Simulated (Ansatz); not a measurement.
This concerns the formation energy of AlRu (CsCl type, Pm-3m) from the elements. Reaction: Ru (hcp) + Al (fcc) → AlRu (CsCl type). A negative value means that the right-hand side lies lower. The value is per atom of the solid.

AlRu (CsCl type, Pm-3m), 2 atoms in the cell; spin state with PBE: run without spin, k-point mesh 16×16×16 on the run's own vectors.
```xyz
2
Lattice="3.0050 0.0000 0.0000 0.0000 3.0050 0.0000 0.0000 0.0000 3.0050" Properties=species:S:1:pos:R:3 pbc="T T T"
Al     0.0000     0.0000     0.0000
Ru     1.5025     1.5025     1.5025
```

Ru (hcp, P6₃/mmc), 2 atoms in the cell; spin state with PBE: run without spin, k-point mesh 30×30×14 on the run's own vectors. Conventional cell: a = b = 2.7219 Å, c = 4.2939 Å, α = β = 90.00°, γ = 120.00°.

Al (fcc, Fm-3m), 1 atom in the cell, k-point mesh 26×26×26 on the run's own vectors. Conventional cell: a = b = c = 4.0416 Å, α = β = γ = 90.00°.

Plane-wave PAW calculations with Ansatz (a quantum-chemistry and plane-wave program), its default PAW set, cutoff 500 eV. The structures are at rest with PBE; other levels are single points on them. Neutral cells; Fermi-Dirac smearing of at most 0.10 eV in the solids, energies taken to zero width. The lattices are those relaxed with PBE, so at other levels the solids can be strained. A dispersion term (D3(BJ), or D4 for r2SCAN) was computed beside these levels and is taken off wherever the name lacks it. No zero-point or thermal terms.

Q: Give the value at the level r2SCAN.

A: -0.71 eV/atom, for Ru (hcp) + Al (fcc) → AlRu (CsCl type).
